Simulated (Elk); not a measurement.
Worked example: self-consistent single point of Pb (Fm-3m, 1 atom in the cell) in Elk.

Method: Elk 10.2.4 with PBE, all-electron FP-LAPW, Elk's shipped species files, default APW+lo basis.

```
Pb
1.0
    0.00000     2.46758     2.46758
    2.46758     0.00000     2.46758
    2.46758     2.46758     0.00000
Pb
1
Direct
  0.00000   0.00000   0.00000
```

Reference input (self-consistent single point, DFT, PBE, all-electron FP-LAPW, Elk's shipped species files, default APW+lo basis): xctype = 20; swidth = 0.00367493 Ha; ngridk = 8 8 8; maxscl = 100. This run's input differs from it in these lines:

```diff
@@ -7,3 +7,3 @@
 swidth
-  0.00367493
+  0.000734986
 
@@ -30,3 +30,3 @@
 ngridk
-  8 8 8
+  13 13 13
```

The program printed (abridged):

```
│ Self-consistent loop started │
│ Loop number : 1 │
 total energy                :     -20934.8054943
│ Loop number : 2 │
 total energy                :     -20934.8054025
RMS change in Kohn-Sham potential (target) :   0.1849669999     (  0.1000000000E-05)
Absolute change in total energy (target)   :   0.9181322093E-04 (  0.1000000000E-03)
│ Loop number : 3 │
 total energy                :     -20934.1915573
RMS change in Kohn-Sham potential (target) :   0.1643079127     (  0.1000000000E-05)
Absolute change in total energy (target)   :   0.6138681970     (  0.1000000000E-03)
│ Loop number : 4 │
   [... lines left out ...]
Absolute change in total energy (target)   :   0.1050435891E-02 (  0.1000000000E-03)
│ Loop number : 13 │
 total energy                :     -20928.7934508
RMS change in Kohn-Sham potential (target) :   0.1195253231E-06 (  0.1000000000E-05)
Absolute change in total energy (target)   :   0.2819040201E-03 (  0.1000000000E-03)
│ Loop number : 14 │
 total energy                :     -20928.7934515
RMS change in Kohn-Sham potential (target) :   0.2893256989E-07 (  0.1000000000E-05)
Absolute change in total energy (target)   :   0.6974822099E-04 (  0.1000000000E-03)
Convergence targets achieved

│ Loop number : 15 │

Energies :
 Fermi                       :     0.233418773726
 total energy                :     -20928.7934490

Density of states at Fermi energy :    10.79696075
 (states/Hartree/unit cell)

Estimated indirect band gap :   0.2888533113E-02
 from k-point     28 to k-point     56
Estimated direct band gap   :   0.5926014960E-01
 at k-point     84

Charges :
 core                        :    68.00000000
 valence                     :    14.00000000
 interstitial                :    1.675381960
 muffin-tins (core leakage)
  species :    1 (Pb)
   atom    1                 :    80.32461804     (  0.1194164535E-02)
 total in muffin-tins        :    80.32461804
 total calculated charge     :    81.99896414
 total charge                :    82.00000000
 error                       :   0.1035857203E-02

│ Self-consistent loop stopped │
```

The run converged in 15 iterations. The count includes the last loop, which Elk runs after its targets are met. Against the reference run the free energy goes up by 21.8 meV/atom.

The starting cell has typed, rounded lattice constants, without a prior relaxation at this level. Its lattice was rescaled by up to half a per cent. Spin-orbit coupling is off. Values depend on the basis (sphere radii, cutoffs, local orbitals), which need not be converged. The log's line on a gap gives a spacing of levels on this mesh, which the program prints for metals too.
